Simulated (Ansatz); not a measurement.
Ansatz (an electronic-structure program), DFT, PBEsol, plane waves, its default PAW files: RbH2OF, supercell, atoms displaced (from the phase in space group 62, mp-23700) (H16O8F8Rb8), 40 atoms. Basis and mesh were picked for this test and aren't claimed converged.

```yaml
cell: 8.19, 8.44, 8.47 Å; 90, 90, 90°
distance_to_the_nearest_atom: 0.91 to 2.90 Å
task: single point
k mesh: 2×2×2
hamiltonian.xc: pbesol
kind_of_files: paw
scf.occupations.method: fermi_dirac
scf.occupations.width: 0.05 eV
output.forces: true
binding of workers (--pin): off
k-point pools (--kpoint-pools): 1
memory maximum (--max-ram): 8GiB
accuracy: medium (default)
basis.precision: auto (default)
basis.xc_grid: 2 (default)
scf.mixing.algorithm: auto (default)
scf.mixing.preconditioner: auto (default)
scf.convergence.dr2_threshold: 5.85739e-07 (default)
scf.lower_state_search: light (default)
k-points after symmetry: 8
bands_at_the_start: 136
electrons: 192
plane waves at Γ: 11471
cutoff (eV): 420
FFT grid: 60×60×60
symmetry_operations: 1
```

One run each.

All on 4 threads. Base settings, kept where nothing else is said: scf.eigensolver.kind = auto (default), scf.eigensolver.mixed_precision = false (default), scf.eigensolver.cushion = auto (default), scf.eigensolver.full_accuracy = false (default), scf.algorithm = auto (default) (scf.eigensolver.max_subspace_factor, scf.eigensolver.real_solve not set). The settings tried:
- scf.eigensolver.mixed_precision = true
- the base settings
- scf.eigensolver.kind = davidson
- scf.eigensolver.real_solve = false
- scf.eigensolver.kind = davidson, scf.eigensolver.max_subspace_factor = 6
- scf.eigensolver.kind = davidson, scf.eigensolver.mixed_precision = true
- scf.algorithm = direct_min
- scf.eigensolver.kind = davidson, scf.eigensolver.max_subspace_factor = 2
- scf.eigensolver.kind = davidson, scf.eigensolver.cushion = true
- scf.eigensolver.full_accuracy = true
- scf.algorithm = density_mixing

### Question
Predict which of these converge in the fewest applications of H to a band.

### Answer
Fewest applications of H to a band, with those close behind: scf.eigensolver.real_solve = false (20649); the base settings (20665); scf.algorithm = density_mixing (20665). Most among those that reach the base run's result: scf.algorithm = direct_min (51693); scf.eigensolver.full_accuracy = true (51211). All converged.

```
setting                                                                   applications of H to a band  SCF iterations (all cycles of the run, searches included)        end
------------------------------------------------------------------------  ---------------------------  ---------------------------------------------------------  ---------
scf.eigensolver.real_solve = false                                                              20649                                                          9  converged
the base settings                                                                               20665                                                          9  converged
scf.algorithm = density_mixing                                                                  20665                                                          9  converged
scf.eigensolver.kind = davidson, scf.eigensolver.max_subspace_factor = 6                        25355                                                          8  converged
scf.eigensolver.kind = davidson                                                                 26210                                                          8  converged
scf.eigensolver.kind = davidson, scf.eigensolver.mixed_precision = true                         27434                                                          8  converged
scf.eigensolver.mixed_precision = true                                                          27434                                                          8  converged
scf.eigensolver.kind = davidson, scf.eigensolver.cushion = true                                 28555                                                          8  converged
scf.eigensolver.kind = davidson, scf.eigensolver.max_subspace_factor = 2                        32447                                                          8  converged
scf.eigensolver.full_accuracy = true                                                            51211                                                          8  converged
scf.algorithm = direct_min                                                                      51693                                                          7  converged
```

An iteration's cost differs between solvers, so these counts don't give the time.

Keys are those of Ansatz 0.2.
